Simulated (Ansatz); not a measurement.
Cell of (BaZrO3)4/(PbZrO3)4 cubic perovskite (001) superlattice on BaZrO3 (PbZrO3 held in this type, which need not be the stable form; untilted and non-polar, as the cell's symmetry holds it, where a distortion can lie lower), with its geometry taken from a PBE run:

```xyz
40
Lattice="4.2272 0.0000 0.0000 0.0000 4.2272 0.0000 0.0000 0.0000 33.5548" Properties=species:S:1:pos:R:3 pbc="T T T"
Ba     0.0000     0.0000     0.0142
O      2.1136     2.1136     0.0153
Zr     2.1136     2.1136     2.1276
O      2.1136     0.0000     2.1275
O      0.0000     2.1136     2.1275
Ba     0.0000     0.0000     4.2417
O      2.1136     2.1136     4.2417
Zr     2.1136     2.1136     6.3551
O      2.1136     0.0000     6.3551
O      0.0000     2.1136     6.3551
Ba     0.0000     0.0000     8.4684
O      2.1136     2.1136     8.4685
Zr     2.1136     2.1136    10.5825
O      2.1136     0.0000    10.5826
O      0.0000     2.1136    10.5826
Ba     0.0000     0.0000    12.6960
O      2.1136     2.1136    12.6948
Zr     2.1136     2.1136    14.8134
O      2.1136     0.0000    14.7999
O      0.0000     2.1136    14.7999
Pb     0.0000     0.0000    16.8889
O      2.1136     2.1136    16.8881
Zr     2.1136     2.1136    18.9716
O      2.1136     0.0000    18.9715
O      0.0000     2.1136    18.9715
Pb     0.0000     0.0000    21.0505
O      2.1136     2.1136    21.0513
Zr     2.1136     2.1136    23.1325
O      2.1136     0.0000    23.1325
O      0.0000     2.1136    23.1325
Pb     0.0000     0.0000    25.2145
O      2.1136     2.1136    25.2137
Zr     2.1136     2.1136    27.2934
O      2.1136     0.0000    27.2935
O      0.0000     2.1136    27.2935
Pb     0.0000     0.0000    29.3761
O      2.1136     2.1136    29.3769
Zr     2.1136     2.1136    31.4516
O      2.1136     0.0000    31.4651
O      0.0000     2.1136    31.4651
```

These are r2SCAN (plane waves to 500 eV, PAW; Ansatz, a first-principles code) values and carry that method's errors. Spin–orbit coupling is left out. Its k-point mesh 6×6×1, Fermi–Dirac width 0.01 eV.

Task: Give the plane-averaged electrostatic potential energy of an electron along the normal (the smooth PAW potential), about its mean over the cell.

Result: 
```
z (Å) | V (eV)
    0.000 | ######### -3.70
    0.537 | ################### 0.49
    1.074 | ############################# 4.94
    1.745 | ########## -3.27
    2.282 | ## -6.95
    2.819 | ######################### 3.09
    3.355 | ########################### 4.18
    4.027 | ########### -2.84
    4.563 | ############# -1.88
    5.100 | ########################### 4.00
    5.637 | ########################## 3.46
    6.174 | ### -6.64
    6.845 | ############### -0.97
    7.382 | ############################# 4.98
    7.919 | #################### 0.86
    8.456 | ######### -3.69
    9.127 | ####################### 2.23
    9.664 | ############################# 4.86
   10.201 | ########## -3.29
   10.738 | ## -6.94
   11.274 | ######################### 3.10
   11.946 | ######################### 3.17
   12.482 | ########### -2.86
   13.019 | ############# -1.87
   13.556 | ########################### 3.99
   14.227 | #################### 0.94
   14.764 |  -7.75
   15.301 | ################ -0.77
   15.838 | ############################## 5.38
   16.375 | ################### 0.40
   17.046 | ########### -2.78
   17.583 | ######################## 2.79
   18.120 | ############################# 4.84
   18.656 | ####### -4.57
   19.193 | #### -6.11
   19.864 | ############################# 5.04
   20.401 | ####################### 2.22
   20.938 | ########### -2.96
   21.475 | ################ -0.68
   22.146 | ############################## 5.36
   22.683 | ############## -1.82
   23.220 | # -7.52
   23.757 | ###################### 2.06
   24.294 | ############################# 4.92
   24.965 | ############# -2.25
   25.502 | ############# -1.96
   26.039 | ########################### 4.16
   26.575 | ########################## 3.62
   27.247 |  -7.72
   27.783 | ################ -0.92
   28.320 | ############################## 5.39
   28.857 | ################### 0.47
   29.394 | ########### -3.14
   30.065 | ######################## 2.72
   30.602 | ############################# 4.85
   31.139 | ######## -4.44
   31.676 | ### -6.24
   32.347 | ############################ 4.73
   32.884 | ####################### 2.52
   33.421 | ########## -3.29
```
